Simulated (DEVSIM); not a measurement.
System: abrupt InP n-p junction, at 250 K.

```tsv
layer (left to right)	material	thickness (μm)	Nd (cm⁻³)	Na (cm⁻³)	τn (s)	τp (s)
1	InP	21.0	9.9e16	-	5.6e-9	5.6e-9
2	InP	0.360	-	1.3e14	5.6e-9	5.6e-9
```

Left contact: ohmic. Right contact: ohmic. Voltage is applied to the left contact. Recombination: SRH at mid-gap. Mobility is constant in doping.

Constants are typed, rounded textbook-type inputs, not results; the design itself was drawn at random and stands for no fabricated device. Values at 300 K; Nc and Nv go as T^1.5, mobilities as T to minus their exponent, the gap by Varshni's rule with the affinity fixed.

```csv
parameter,InP
gap (eV),1.344
affinity (eV),4.38
permittivity,12.5
Nc (cm⁻³),5.7e17
Nv (cm⁻³),1.1e19
μn (cm²/Vs),5200
μp (cm²/Vs),170
T exponent of μn,2
T exponent of μp,2
Varshni α (eV/K),0.000363
Varshni β (K),162
```

DEVSIM, 1D drift-diffusion, Boltzmann statistics, complete ionisation; no tunnelling, impact ionisation, image-force lowering or self-heating.

The temperature was swept, all else fixed.

```tsv
temperature (K)	dark forward voltage at 100 A/cm² (V)	potential step across the device at zero bias (V)	largest field in the device at zero bias (V/cm)	dark forward voltage at 1 A/cm² (V)
250	0.916	1.089	30000	0.797
300	0.802	1.005	29000	0.659
350	0.687	0.919	27000	0.520
400	0.571	0.830	26000	0.379
450	0.452	0.740	26000	0.237
500	0.334	0.647	25000	0.099
```

From the first row to the last the dark forward voltage at 100 A/cm² goes from 0.916 to 0.334. From the first row to the last the potential step across the device at zero bias goes from 1.089 to 0.647.
